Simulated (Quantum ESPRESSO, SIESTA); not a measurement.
A SIESTA input for a self-consistent single point of Ti2H4Pd (I4/mmm, 7 atoms in the cell) (DFT, LDA PW92, numerical atomic orbitals DZP, PseudoDojo LDA standard norm-conserving potentials (rewritten from UPF to PSML)):

```
# files in the folder: Ti.psml H.psml Pd.psml (PseudoDojo LDA standard)
SystemName  Ti2H4Pd
SystemLabel siesta

NumberOfAtoms                7
NumberOfSpecies              3
%block ChemicalSpeciesLabel
  1 22 Ti
  2 1 H
  3 46 Pd
%endblock ChemicalSpeciesLabel
LatticeConstant              1.0 Bohr
%block LatticeVectors
    -2.776848605    2.776848605   12.489228304
     2.776848605   -2.776848605   12.489228304
     2.776848605    2.776848605  -12.489228304
%endblock LatticeVectors
AtomicCoordinatesFormat      Bohr
%block AtomicCoordinatesAndAtomicSpecies
     0.000000000   -0.000000000    8.632554603  1
    -0.000000000    0.000000000   16.345902004  1
    -0.000000000    0.000000000   21.674306367  2
    -0.000000000    0.000000000    3.304150240  2
     0.000000000    2.776848605    6.244614152  2
     2.776848605    0.000000000    6.244614152  2
     0.000000000    0.000000000    0.000000000  3
%endblock AtomicCoordinatesAndAtomicSpecies

XC.functional                LDA
XC.authors                   PW92
PAO.BasisSize                DZP
PAO.EnergyShift              0.01 Ry
MeshCutoff                   400 Ry
%block kgrid.MonkhorstPack
   10   0   0  0.0
    0  10   0  0.0
    0   0  10  0.0
%endblock kgrid.MonkhorstPack
OccupationFunction           MP
OccupationMPOrder            0
ElectronicTemperature        0.05 eV

MaxSCFIterations             150
SCF.Mixer.Method             Pulay
SCF.Mixer.Weight             0.25
SCF.Mixer.History            6
SCF.DM.Tolerance             1.0E-05
Diag.ParallelOverK           true
WriteForces                  true
Charge.Mulliken              end
```

Give the Quantum ESPRESSO input for the same structure, mesh, smearing and functional.

This is the input that was run; spellings and numerical settings could be chosen otherwise.

```fortran
&CONTROL
   calculation = 'scf'
   prefix = 'Ti2H4Pd'
   outdir = './out'
   pseudo_dir = './'
   tprnfor = .true.
   tstress = .true.
/
&SYSTEM
   ibrav = 0
   nat = 7
   ntyp = 3
   ecutwfc = 50
   ecutrho = 400
   occupations = 'smearing'
   smearing = 'gaussian'
   degauss = 0.0036749
/
&ELECTRONS
   conv_thr = 1.0e-11
   mixing_beta = 0.4
/
ATOMIC_SPECIES
Ti    47.8670  ti_lda_v1.4.uspp.F.UPF
H      1.0080  h_lda_v1.4.uspp.F.UPF
Pd   106.4200  pd_lda_v1.4.uspp.F.UPF
CELL_PARAMETERS {angstrom}
  -1.469445000     1.469445000     6.609015000
   1.469445000    -1.469445000     6.609015000
   1.469445000     1.469445000    -6.609015000
ATOMIC_POSITIONS {crystal}
Ti    0.345600000    0.345600000    0.000000000
Ti    0.654400000    0.654400000    0.000000000
H     0.867720000    0.867720000    0.000000000
H     0.132280000    0.132280000    0.000000000
H     0.750000000    0.250000000    0.500000000
H     0.250000000    0.750000000    0.500000000
Pd    0.000000000    0.000000000    0.000000000
K_POINTS {automatic}
10 10 10  0 0 0
```

Basis settings and potentials, where a program has them, do not carry over. This input uses DFT, LDA (PZ), plane waves, GBRV 1.5 ultrasoft (LDA) pseudopotentials. LDA parametrisations can differ slightly between programs.

The starting cell comes from a database of computed structures (which also holds hypothetical and non-ambient phases and stackings), without a prior relaxation at this level.
